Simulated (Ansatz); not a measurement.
Si (P6₃/mmc, No. 194, 4 atoms in the cell; start mp-165; another form than the element's usual one) was calculated with r²SCAN0 (PAW; Ansatz, a program for electronic structure).

Numerical settings: plane-wave cutoff 520 eV, 9×9×4 k mesh (along the axes of the cell as run), Fermi–Dirac smearing 0.01 eV, scalar-relativistic PAW data made under PBE.

The cell is the one relaxed with PBEsol. Conventional cell: a = 3.8247 Å, b = 3.8247 Å, c = 6.3240 Å, α = 90.00°, β = 90.00°, γ = 120.00°.

```
CELL_PARAMETERS angstrom
      3.82469     0.00000     0.00000
     -1.91235     3.31228     0.00000
      0.00000     0.00000     6.32397
ATOMIC_POSITIONS crystal
  Si 0.33333 0.66667 0.06300
  Si 0.66667 0.33333 0.93700
  Si 0.66667 0.33333 0.56300
  Si 0.33333 0.66667 0.43700
```

**Question.** List the 9 lowest band energies at Γ above −25 eV (eV, relative to the valence band maximum), grouping those that round alike.

**Answer.** At Γ: -14.07, -11.45, -8.35, -1.75 (×2), -0.38, 0.00 (×2), 2.50.

Note: the run warned that its exchange threshold was loose for the stress; cell and atoms aren't relaxed at this level (pressure -0.4 GPa).

A start named mp-… is a Materials Project structure, which need not be a measured phase.
